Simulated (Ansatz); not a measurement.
Here is the system:

```yaml
crystal:
  lattice:
    - [0.00000, 3.03555, 3.03555]
    - [3.03555, 0.00000, 3.03555]
    - [3.03555, 3.03555, 0.00000]
  atoms:
    - { symbol: Pb, position: [0.00000, 0.00000, 0.00000] }
    - { symbol: Se, position: [0.50000, 0.50000, 0.50000] }
```

No spin polarisation.

Computed with PBEsol (Ansatz, a first-principles code; PAW; 420 eV plane waves; scalar-relativistic without spin-orbit coupling). k-mesh 9×9×9 (Γ-centred); smearing 0.05 eV (Fermi–Dirac).

**Question.** What gap character does the calculation give?

**Answer.** Direct at L.

**Question.** What is the computed pressure?

**Answer.** 0.83 GPa.

**Question.** Estimate the band gap.

**Answer.** 0.11 eV.

**Question.** What space group does the calculation give?

**Answer.** Fm-3m (No. 225).

With Pb present, leaving out spin-orbit coupling can change the band edges. The cells carry an imposed strain or load. Whether these cells are dynamically stable was not tested. The cell was made from PbSe in the rock salt structure (space group Fm-3m, No. 225) by this change: isotropic strain −0.50 %. The zero or small gap of PbSe can change with the level of theory.
